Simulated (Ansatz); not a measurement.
Reference: PbTe (Fm-3m), PBEsol, rigid bands (plane waves, PAW, scalar-relativistic; Ansatz, a quantum-chemistry and plane-wave program); axes and stresses refer to this cell.

```
PbTe
1.0
    0.00000     3.22171     3.22171
    3.22171     0.00000     3.22171
    3.22171     3.22171     0.00000
Te Pb
1 1
Direct
  0.00000   0.00000   0.00000
  0.50000   0.50000   0.50000
```

The band gap comes out as 0.65 eV and the electron conductivity mass comes out as 0.155 mₑ. The hole conductivity mass is 0.134 mₑ.

Task: Change: functional PBE, cell relaxed with it. What happens to band gap, electron conductivity mass, hole conductivity mass?

Result: band gap rises to 0.84 eV; electron conductivity mass goes up to 0.169 mₑ; hole conductivity mass increases to 0.176 mₑ.

Masses are for dilute carriers at 300 K, harmonic means over directions unless an axis is named. Spin-orbit coupling is left out unless a row names it; without it the gap and masses of crystals with these elements can be far off.
